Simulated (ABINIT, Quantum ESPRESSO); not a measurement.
A Quantum ESPRESSO input for a self-consistent single point of ZnO (P6_3mc, 4 atoms in the cell) (DFT, PBE, plane waves, PseudoDojo standard norm-conserving (PBE) pseudopotentials):

```fortran
&control
    calculation = 'scf'
    prefix = 'pwscf'
    outdir = './tmp'
    pseudo_dir = './'
    tprnfor = .true.
    tstress = .true.
/
&system
    ibrav = 0
    nat = 4
    ntyp = 2
    ecutwfc = 85
    occupations = 'smearing'
    smearing = 'fermi-dirac'
    degauss = 0.000734986
/
&electrons
    conv_thr = 1e-10
/
ATOMIC_SPECIES
Zn    65.3800  Zn.upf
O     15.9990  O.upf
ATOMIC_POSITIONS angstrom
Zn    1.5863012708    0.9158514657    2.5618288952
Zn    0.0000000000    1.8317029314    0.0030193952
O     1.5863012708    0.9158514657    4.5020717867
O     0.0000000000    1.8317029314    1.9432622867
K_POINTS automatic
6 6 4  0 0 0
CELL_PARAMETERS angstrom
   3.1726025415     0.0000000000     0.0000000000
  -1.5863012708     2.7475543971     0.0000000000
   0.0000000000     0.0000000000     5.1176190000
```

Give the ABINIT input for the same structure, mesh, smearing and functional.

One input that does it (others would too):

```
# ZnO, JTH v2.0 PBE PAW
pp_dirpath "./"
pseudos "Zn.GGA_PBE-JTH.xml, O.GGA_PBE-JTH.xml"
acell 3*1.0
rprim
         5.9953499058    0.0000006735    0.0000000000
        -2.9976755361    5.1921249862    0.0000000000
         0.0000000000    0.0000000000    9.6708983202
natom 4
ntypat 2
znucl 30 8
typat 1 1 2 2
xcart
         2.9976747585    1.7307087777    4.8411549901
        -0.0000003888    3.4614168820    0.0057058300
         2.9976747585    1.7307087777    8.5076826702
        -0.0000003888    3.4614168820    3.6722335101
ecut 60 Ry
pawecutdg 120 Ry
pawovlp -1
pawxcdev 0
ixc 11
occopt 3
tsmear 0.01 eV
nband 24
kptopt 1
ngkpt 6 6 4
nshiftk 1
shiftk 0 0 0
nstep 50
toldfe 1.0e-09
prtwf 0
prtden 0
prtvol 1
enunit 2
```

Basis settings and potentials, where a program has them, do not carry over. This input uses DFT, PBE, plane waves, PAW (JTH v2.0 PBE PAW). Both were run: pressure 15.47 GPa in Quantum ESPRESSO and 15.36 in ABINIT; largest force 0.001 eV/Å in Quantum ESPRESSO and 0.001 in ABINIT; gap on the mesh 0.964 eV in Quantum ESPRESSO and 0.878 in ABINIT.

On Quantum ESPRESSO: the starting cell comes from a database of computed structures (which also holds hypothetical and non-ambient phases and stackings), without a prior relaxation at this level. For this run, on top of that: lattice scaled by 0.98. With a pressure of about 15 GPa the cell is away from its equilibrium volume at this level.

On ABINIT: the starting cell comes from a database of computed structures (which also holds hypothetical and non-ambient phases and stackings), without a prior relaxation at this level. For this run, on top of that: lattice scaled by 0.98. With a pressure of about 15 GPa the cell is away from its equilibrium volume at this level.
